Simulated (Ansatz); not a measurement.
Start from AlN in the rock salt structure (space group Fm-3m, No. 225; a = 4.045 Å; a cell from a computed database, its experimental status unchecked). Axes: x, y, z lie along the cube axes.

The change: tensor shear ε_yz = +0.74 % (engineering shear γ = 0.0148); the atoms relax in the strained cell.

Levels (all Ansatz, a first-principles code, PAW): PBEsol (420 eV, no spin-orbit coupling); r2SCAN (500 eV, scalar-relativistic without spin-orbit coupling); HSE06 (420 eV, no spin-orbit coupling).

At the geometry relaxed with PBEsol, these levels gave the following band gaps, in shuffled order: (a) 4.36 eV, (b) 5.26 eV, (c) 5.82 eV.

Problem. Match each gap to its level.

Solution. (a) PBEsol; (b) r2SCAN; (c) HSE06.

Single points use the geometry relaxed with PBEsol. HSE06 was sampled on its mesh, a few special points and the semilocal edge points, so its gap is an upper bound. Stability against distortions was not tested. This is not the structure that AlN has at room temperature and ambient pressure.
